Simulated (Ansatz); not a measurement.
A periodic model of amorphous Ge₁₆Na₁₂O₃₈:

```xyz
66
Lattice="9.8938 0.3197 -0.2697 0.3197 10.0149 -0.2150 -0.2697 -0.2150 9.7980" Properties=species:S:1:pos:R:3 pbc="T T T"
Ge     5.1190     8.6762    -0.0318
Ge     7.9217     9.5713     9.3152
Ge     9.2615     9.0056     3.9129
Ge     5.6782     3.4173     1.8252
Ge     1.0457     1.0510     4.0962
Ge     3.5241     4.5374     7.1977
Ge     5.4332     5.4748     9.3662
Ge     3.1625     1.8937     5.6757
Ge     0.4928     6.1810     2.4738
Ge     5.4942     4.5832     4.8870
Ge     8.0904     1.3427     2.4400
Ge     0.4386     3.0430     1.7194
Ge     2.9652     6.5928     4.8743
Ge     7.6679     4.9984     7.1337
Ge     9.2316     6.5836     9.3486
Ge     3.4253     9.2373     7.0680
Na     1.7062     9.2435     1.1629
Na     5.7464     2.1089     7.3913
Na     0.6021     3.3026     7.6115
Na     8.6756     1.2735     6.3373
Na     0.6490     8.0113     7.1837
Na     7.1181     7.4702     2.2121
Na     2.5166     1.5976     9.6406
Na     6.8871     8.6065     6.6008
Na     8.0242     2.5965     9.3297
Na     3.0546     5.3155     1.2921
Na     8.5860     4.2777     3.8222
Na     4.1527     1.0915     2.6063
O      6.3575     1.7695     2.0623
O      2.7951     8.1062     5.7843
O      8.9527     8.2250     8.6822
O      2.3806     5.3929     6.1316
O      0.9525     9.2995     3.6052
O      6.7532     6.0581     8.3212
O      6.2633     4.3797     3.2339
O      4.1037     0.5919     6.6510
O      0.7370     4.4405     2.8342
O      5.2399     4.4676     6.7513
O      4.0015     3.2410     1.5204
O      9.0425     1.7812     3.9607
O      1.1709     6.7393     0.8086
O      7.9167     9.6813     2.9414
O      7.1902     0.5672     8.1990
O      2.8648     0.7144     4.3198
O      3.7210     5.2648     8.8086
O      1.3419     1.6589     2.3959
O      5.2578     6.9800     0.7204
O      8.9076     9.0647     5.5950
O      7.2251     5.3265     5.4282
O      9.2827     7.2506     3.4038
O      2.1664     6.6010     3.3035
O      8.5913     3.0635     1.7495
O      1.2842     2.1001     5.6059
O      4.7373     8.3169     7.9628
O      4.4232     2.9885     4.8113
O      8.8984     0.5707     0.9408
O      2.0422     9.7126     7.9646
O      4.6504     6.1544     4.5394
O      0.8508     3.2286     0.0620
O      3.9624     9.6603     0.7313
O      9.3033     5.7120     7.7566
O      2.9976     2.8761     7.3833
O      7.9457     3.2961     7.2415
O      6.8320     9.0204     0.3557
O      8.7369     6.2288     1.0244
O      6.3509     4.2027     0.2910
```

All values below come from PBE, scalar-relativistic without spin-orbit coupling (plane waves to 420 eV, PAW; Ansatz, an electronic-structure program).

A CHGNet melt-quench gave the starting glass, which DFT then relaxed. O atoms were pushed apart under 1.9 Å during the dynamics, to hinder bonds among them. The hot cell started wider than the set density and was brought back towards it in steps. It is the lowest in DFT energy of 2 quenches. It is a model cell: composition and starting density were chosen by hand, and all elements were melted together. No dispersion term was used. Its density started from a set value of 3.67 and ended at 3.51 g/cm³. The simulated quench (nominally 260 K/ps over its main leg) is rapid and tends to freeze in more defects than a deposited or slowly cooled glass has. One small periodic cell is one sample of the glass; other quenches scatter about these values. Volume and shape were free in the relaxation.

Neighbours within Ge-Ge 2.81 Å, Ge-Na 3.15 Å, Ge-O 2.18 Å, Na-Na 3.65 Å, Na-O 2.74 Å, O-O 1.58 Å count as bonded. Two cations that share two anions don't count as bonded, nor two that share one unless they lie closer than Ge-Ge 2.57 Å, Ge-Na 3.06 Å, Na-Na 3.55 Å.

**Question.** Give the coordination numbers, mean bond lengths and angles.

**Answer.** 
| Property | Value |
|---|---|
| Mean coordination of Ge by anions | 4.31 (11 with 4, 5 with 5) |
| Mean coordination of Na by anions | 4.50 (1 with 3, 5 with 4, 5 with 5, 1 with 6); 6 close contacts or bonds to cations besides |
| Mean coordination of O | 3.24 (4 with 2, 23 with 3, 9 with 4, 2 with 5) |
| Mean Ge-O bond | 1.821 Å (spread 0.066 Å, 69 counted) |
| Mean Na-O bond | 2.436 Å (spread 0.121 Å, 54 counted) |
| Mean Na-Na close contact | 3.294 Å (spread 0.121 Å, 3 counted) |
| Bond angle at Ge | mean 108.3°, spread 18.0° |
| Bond angle at Na | mean 102.2°, spread 31.2° |
| Bond angle at O | mean 111.1°, spread 20.2° |

**Question.** List the pairs of like atoms that count as bonded by the rules above.

**Answer.** Na17-Na23 (3.32 Å), Na19-Na20 (3.14 Å), Na20-Na21 (3.43 Å).

**Question.** What Bader charges do the atoms carry, from a run on the zone centre alone?

**Answer.** Means (range): Ge +2.31 e (+2.28 to +2.37), Na +0.88 e (+0.86 to +0.90), O -1.25 e (-1.32 to -1.21).
```tsv
atom	charge (e)
Ge1	+2.30
Ge2	+2.33
Ge3	+2.29
Ge4	+2.30
Ge5	+2.33
Ge6	+2.32
Ge7	+2.33
Ge8	+2.30
Ge9	+2.33
Ge10	+2.35
Ge11	+2.36
Ge12	+2.30
Ge13	+2.37
Ge14	+2.28
Ge15	+2.28
Ge16	+2.28
Na17	+0.90
Na18	+0.88
Na19	+0.88
Na20	+0.88
Na21	+0.88
Na22	+0.89
Na23	+0.88
Na24	+0.90
Na25	+0.86
Na26	+0.89
Na27	+0.89
Na28	+0.88
O29	-1.24
O30	-1.26
O31	-1.27
O32	-1.22
O33	-1.23
O34	-1.21
O35	-1.23
O36	-1.25
O37	-1.25
O38	-1.27
O39	-1.28
O40	-1.27
O41	-1.23
O42	-1.25
O43	-1.32
O44	-1.23
O45	-1.22
O46	-1.26
O47	-1.24
O48	-1.32
O49	-1.22
O50	-1.25
O51	-1.23
O52	-1.27
O53	-1.23
O54	-1.25
O55	-1.25
O56	-1.26
O57	-1.27
O58	-1.24
O59	-1.32
O60	-1.27
O61	-1.23
O62	-1.25
O63	-1.32
O64	-1.26
O65	-1.21
O66	-1.24
```
